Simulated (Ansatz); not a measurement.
We consider AlZnInO₄ (model structure, started from the InGaZnO4 type, R3m, No. 160, 7 atoms in the cell), described by HSE06 in Ansatz (plane waves, PAW).

Run with plane-wave cutoff 460 eV, 8×8×8 k mesh, Fermi–Dirac smearing 0.01 eV, scalar-relativistic PAW data made under PBE.

Cell (relaxed with PBEsol):

```cif
data_AlInO4Zn
_chemical_formula_sum 'In1 Al1 Zn1 O4'
_space_group_name_H-M_alt 'P 1'
_space_group_IT_number 1
_cell_length_a 8.74328
_cell_length_b 8.74328
_cell_length_c 8.74328
_cell_angle_alpha 21.462
_cell_angle_beta 21.462
_cell_angle_gamma 21.462
loop_
_space_group_symop_operation_xyz
  'x, y, z'
loop_
_atom_site_label
_atom_site_type_symbol
_atom_site_fract_x
_atom_site_fract_y
_atom_site_fract_z
_atom_site_occupancy
In1 In 0.99572 0.99572 0.99572 1
Al1 Al 0.21280 0.21280 0.21280 1
Zn1 Zn 0.78162 0.78162 0.78162 1
O1 O 0.13915 0.13915 0.13915 1
O2 O 0.87950 0.87950 0.87950 1
O3 O 0.28617 0.28617 0.28617 1
O4 O 0.70505 0.70505 0.70505 1
```

Q: Estimate the band gap and smallest direct gap on the k points sampled that the calculation returns.

A: 
- band gap = 3.63 eV (on the SCF k mesh)
- smallest direct gap on the k points sampled = 3.64 eV

Note: the relaxation could raise the start's symmetry but not lower it, so the cell can be a saddle point; cell and atoms aren't relaxed at this level (largest force component 0.25 eV/Å, pressure -0.6 GPa).

Spin–orbit coupling is not included.

It cost very roughly 14 core-minutes of CPU time.

A model structure was made by putting elements into a prototype or built by hand; it is no filed structure, need not be a known phase, and can be a saddle point held by its symmetry.

Ansatz is a first-principles code.
